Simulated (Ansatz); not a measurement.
A working Ansatz (an electronic-structure program) input for a sheet of Sb₂Se₃ (5 atoms in the cell) (DFT, PBE, plane waves, default PAW files):

Ansatz 0.2 input:
```yaml
crystal:
  lattice:
    - [3.985871, 0.000000, 0.000000]
    - [-1.992935, 3.451865, 0.000000]
    - [0.000000, 0.000000, 20.829350]
  atoms:
    - { symbol: Sb, position_ang: [-0.000002, 2.301244, 8.625600] }
    - { symbol: Sb, position_ang: [0.000000, 0.000000, 12.203750] }
    - { symbol: Se, position_ang: [0.000000, 0.000000, 6.999995] }
    - { symbol: Se, position_ang: [1.992938, 1.150621, 10.414675] }
    - { symbol: Se, position_ang: [-0.000002, 2.301244, 13.829355] }
kpoints:
  mp_grid: { grid: [8, 8, 1] }
hamiltonian:
  xc: pbe
  pseudopotentials: { kind: paw }
scf:
  occupations: { method: fermi_dirac, width: 0.1 eV }
output:
  forces: true
  eigenvalues: true
  stress: true
```

The run converged in 7 iterations: free energy E − TS (on the zero of these files) -29377.3612 eV; gap on the k-point mesh 0.62 eV; pressure averaged over the cell with its vacuum 1.30 GPa; largest force (vector length) 0.932 eV/Å. Each of these slips is then made, one at a time:

(1)
```diff
-  mp_grid: { grid: [8, 8, 1] }
+  mp_grid: { grid: [8, 8, 4] }
```

(2)
```diff
+  max_iter: 40
+  convergence: { dr2_threshold: 1.0e-22 eV }
```

**Question.** How does each altered input end?

**Answer.** 
(1) K-points along the vacuum direction. The run converged in 7 iterations, and against the sound input the free energy hardly moves (within 1 meV/atom), the largest force stays at 0.932 eV/Å and the gap on the mesh stays at 0.618 eV.

(2) A threshold far tighter than needed, beside a limit on iterations. The run converged in 23 iterations, and against the sound input the free energy hardly moves (within 1 meV/atom), the largest force stays at 0.932 eV/Å and the gap on the mesh stays at 0.618 eV. It cost iterations: the sound input took 7.

The starting cell was generated: these elements placed on a structure prototype, without a prior relaxation; it need not be a known phase or ordering of this composition. Its lattice was rescaled in the plane by a random factor within 2.5 % of one. Spin-orbit coupling is off.

Left out of this page: 1 run of the series on a method kept out of this collection; 1 run of the series stopped by limits of time or memory; 2 runs of the series outside the window shown, repeating another row's setting, or not comparable.
